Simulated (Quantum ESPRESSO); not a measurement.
**σyy against uniaxial strain in fcc Rh (space group 225): C12 (Quantum ESPRESSO, PBEsol)**

```
Rh
1.0
    0.00000     1.89167     1.89167
    1.86330     0.00000     1.89167
    1.86330     1.89167     0.00000
Rh
1
Direct
  0.00000   0.00000   0.00000
```

Method: PBEsol, GBRV 1.5 ultrasoft (PBESOL) pseudopotentials (plane waves; Quantum ESPRESSO 7.5). Settings: ecutwfc = 52 Ry; ecutrho = 416 Ry; occupations = smearing; smearing = fd; degauss = 0.0036749 Ry; potentials = {Rh: rh_pbesol_v1.4.uspp.F.UPF}; K_POINTS = automatic 40 40 40 0 0 0; conv_thr = 1e-10 Ry. The cell above is the first row's. The rows stretch one cube axis (x) by the strain ε and hold the other two. Stress is positive in tension. In all rows the k mesh is held.

| ε (%) | σyy (GPa) |
|---|---|
| -1.5 | ? |
| -1.0 | -2.10 |
| -0.5 | -0.99 |
| 0.0 | 0.07 |
| 0.5 | 1.10 |
| 1.0 | 2.08 |
| 1.5 | 3.02 |
| 2.0 | 3.92 |

Q: Using a parabola, estimate the missing σyy at ε = -1.5 from the other rows, showing the fit.

A: Least squares gives σyy = 0.074 + 2.0898·ε - 0.0833·ε². Residuals (row less fit): -0.001, 0.002, -0.004, 0.002, 0.000, -0.001, 0.000; standard error 0.003 (degrees of freedom: 4). The slope at ε = 0, 2.0898 GPa per cent, gives C12 ≈ 100 × 2.0898 = 209 GPa, for the static lattice. At the withheld row, σyy = 0.074 + 2.0898 × (-1.5) - 0.0833 × (-1.5)² = -3.248 GPa. The calculation gives -3.26 GPa, 0.012 GPa below the prediction (0.2 % of the range of σyy in the table). The row lies outside the fitted rows, so this is an extrapolation.

Carrying the step between the two nearest rows on in a straight line would have given -3.21, off by 0.05; series whose last step already gives the withheld value aren't shown. The reference cell has the volume at which an earlier scan in this program and functional put its minimum by a fit. The unstrained cell stands at a pressure of -0.07 GPa, and the constants belong to that pressure. Spin polarisation is off. Without a gap such slopes are sensitive to mesh and smearing. Cutoffs and mesh are single choices, not tested for convergence of this quantity. Series with a scatter that would blur these digits, or in which a gap closes, are not shown. Strain series were run only where this level's volume lies within 10 % of a first guess from the measured size.
